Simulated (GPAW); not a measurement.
Band structure of CsPbCl3 (Pm-3m, 5 atoms in the cell).

```
CELL_PARAMETERS angstrom
      5.58442     0.00000     0.00000
      0.00000     5.58442     0.00000
      0.00000     0.00000     5.58442
ATOMIC_POSITIONS crystal
  Cs 0.00000 0.00000 0.00000
  Pb 0.50000 0.50000 0.50000
  Cl 0.00000 0.50000 0.50000
  Cl 0.50000 0.00000 0.50000
  Cl 0.50000 0.50000 0.00000
```

Level of theory: PBE, GPAW PAW datasets PBE (gpaw-data 1.0.1) (plane waves; GPAW 25.7.0).

Settings: mode = pw; ecut = 600 eV; xc = PBE; kpts = 3 3 3; mesh shift (steps) = 0 0 0; occupations.name = fermi-dirac; occupations.width = 0 eV; nbands = -4; convergence.forces = 0.001 eV/Å; convergence.bands = -2; symmetry.symmorphic = false; symmetry.tolerance = 0.0005; maxiter = 120; bandpath_npoints = 40.

The starting cell comes from a database of computed structures (which also holds hypothetical and non-ambient phases and stackings), without a prior relaxation at this level. Its lattice was rescaled by a random factor within 2.5 % of one. Spin-orbit coupling is off.

**Question.** Predict the gap along the standard path and the places of the band edges.

**Answer.** The gap along the path is 1.83 eV, direct at R to within 0.01 eV.

Levels in eV from the top of the valence band on the SCF mesh, bands 19 to 26:
```
point     19     20     21     22    23    24    25    26
-----  -----  -----  -----  -----  ----  ----  ----  ----
Γ      -1.46  -1.35  -1.35  -1.35  4.58  5.49  5.49  6.40
X      -1.56  -1.46  -1.46  -0.43  4.28  5.92  6.41  6.59
M      -1.65  -1.57  -1.03   0.48  3.77  3.77  6.18  6.61
R      -1.02  -1.02  -1.02   1.34  3.17  3.17  3.17  6.34
```
